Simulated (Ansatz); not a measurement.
We consider ZnS (P3m1, No. 156, 40 atoms in the cell; start mp-557418; a measured phase of this formula has another space group), described by r²SCAN in Ansatz (PAW).

Settings: plane-wave cutoff 560 eV, 12×12×1 k mesh (along the axes of the cell as run), Fermi–Dirac smearing 0.01 eV, scalar-relativistic PAW data made under PBE.

Cell (relaxed at this level):

ZnS is modelled in the trigonal space group P3m1 (No. 156), Pearson symbol hP40. Cell: a = b = 3.809 Å, c = 62.295 Å, α = β = 90.00°, γ = 120.00°. Zn1 on 1a sees 4 S at 2.333 Å (tetrahedral). Zn2 on 1b sees 4 S at 2.333 Å (tetrahedral). Zn3 on 1b is coordinated by 4 S at 2.333 Å (tetrahedral). Zn4 on 1c is coordinated by 4 S at 2.334–2.338 Å (tetrahedral). Zn5 on 1c is coordinated by 4 S at 2.333 Å (tetrahedral). Zn6 on 1a has 4 S at 2.333 Å (tetrahedral). Zn7 on 1b is surrounded by 4 S at 2.333 Å (tetrahedral). Zn8 on 1c is surrounded by 4 S at 2.335–2.338 Å (tetrahedral). 32 further independent sites are not listed. (Neighbours: up to the widest gap in distance over summed covalent radii, below 1.35, at either atom; cation-cation and far metal-metal contacts left out.)

**Question.** Give the computed band gap.

**Answer.** 
band gap: 2.72 eV (direct)

Static lattice: no zero-point or thermal effects.

A start named mp-… is a Materials Project structure, which need not be a measured phase.

Ansatz is a program for electronic structure.
